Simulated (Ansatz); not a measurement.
We consider SiO2 (I-42d, No. 122, 6 atoms in the cell; start mp-546794; a measured phase of this formula has another space group), described by PBE0 in Ansatz (plane waves, PAW).

Run with plane-wave cutoff 500 eV, 6×6×6 k mesh, gaussian smearing 0.02 eV, scalar-relativistic PAW data made under PBE.

Cell (relaxed with r²SCAN):

```cif
data_O4Si2
_chemical_formula_sum 'Si2 O4'
_space_group_name_H-M_alt 'P 1'
_space_group_IT_number 1
_cell_length_a 5.06281
_cell_length_b 5.06281
_cell_length_c 5.06281
_cell_angle_alpha 121.485
_cell_angle_beta 121.485
_cell_angle_gamma 87.446
loop_
_space_group_symop_operation_xyz
  'x, y, z'
loop_
_atom_site_label
_atom_site_type_symbol
_atom_site_fract_x
_atom_site_fract_y
_atom_site_fract_z
_atom_site_occupancy
Si1 Si 0.00000 0.00000 0.00000 1
Si2 Si 0.75000 0.25000 0.50000 1
O1 O 0.37500 0.22247 0.34747 1
O2 O 0.77753 0.12500 0.15253 1
O3 O 0.87500 0.02753 0.65253 1
O4 O 0.97247 0.62500 0.84747 1
```

Task: What does this level give for the band gap?

Result: 
band gap: 8.48 eV (on the SCF k mesh)

Note: cell and atoms aren't relaxed at this level (largest force component 0.06 eV/Å).

The result took very roughly 8 core-minutes.

A start named mp-… is a Materials Project structure, which need not be a measured phase.

Ansatz is an electronic-structure program.
